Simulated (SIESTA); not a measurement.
**How far to go with the cutoff of the real-space grid: NiRh (R3m, 2 atoms in the cell)**

```yaml
crystal:
  lattice:
    - [1.31807, 0.76099, 4.12404]
    - [-1.31807, 0.76099, 4.12404]
    - [0.00000, -1.52198, 4.12404]
  atoms:
    - { symbol: Ni, position: [0.00404, 0.00404, 0.00404] }
    - { symbol: Rh, position: [0.50000, 0.50000, 0.50000] }
```

Level of theory: LDA PW92, numerical atomic orbitals DZP, PseudoDojo LDA standard norm-conserving potentials (rewritten from UPF to PSML) in SIESTA 5.4.2.

Base settings: XC.functional = LDA; XC.authors = PW92; potentials = PseudoDojo LDA standard; PAO.BasisSize = DZP; PAO.EnergyShift = 0.01 Ry; MeshCutoff = 400 Ry; kgrid.MonkhorstPack = 5 5 5; OccupationFunction = MP; OccupationMPOrder = 0; ElectronicTemperature = 0.1 eV.

The mesh stays at the base's, so the ladder's end is converged at best in this setting alone.

Only quantities that move along the ladder and can be compared are tabulated.

The starting cell comes from a database of computed structures (which also holds hypothetical and non-ambient phases and stackings), without a prior relaxation at this level. Its lattice was rescaled by up to half a per cent. One atom was moved a little off its site on purpose. Spin polarisation is off. Values carry the incompleteness of an atom-centred basis. In the base run, with a pressure of about -15 GPa the cell is away from its equilibrium volume at this level. Without a gap this mesh is coarse (it stands for a supercell whose shortest vector is 13 Å).

Steps (MeshCutoff): 140 Ry (146 Ry used); 160 Ry (166 Ry used); 180 Ry (211 Ry used); 220 Ry (260 Ry used); 360 Ry (374 Ry used); 400 Ry (406 Ry used); 480 Ry (585 Ry used); 600 Ry (666 Ry used); 800 Ry (842 Ry used); 960 Ry (1040 Ry used).

What is the coarsest MeshCutoff that holds the forces within 0.01 eV/Å of the last step, with all finer ones?

160 Ry (166 Ry used); the step before is off by 0.012 eV/Å.

What is the coarsest MeshCutoff that holds the pressure within 0.1 GPa?

Not settled: the last two steps still differ by 0.06 GPa, over half the tolerance, so the ladder does not show it.

```csv
MeshCutoff,pressure (GPa),largest difference of a force vector from the last step's (eV/Å)
140 Ry (146 Ry used),-14.82,0.012
160 Ry (166 Ry used),-14.98,0.005
180 Ry (211 Ry used),-15.04,0.006
220 Ry (260 Ry used),-14.98,0.008
360 Ry (374 Ry used),-14.97,0.001
400 Ry (406 Ry used),-14.95,0.001
480 Ry (585 Ry used),-14.94,0.001
600 Ry (666 Ry used),-14.94,0.001
800 Ry (842 Ry used),-14.92,0.001
960 Ry (1040 Ry used),-14.98,0.000
```

Left out of this page: 1 run of the series outside the window shown, repeating another row's setting, or not comparable.
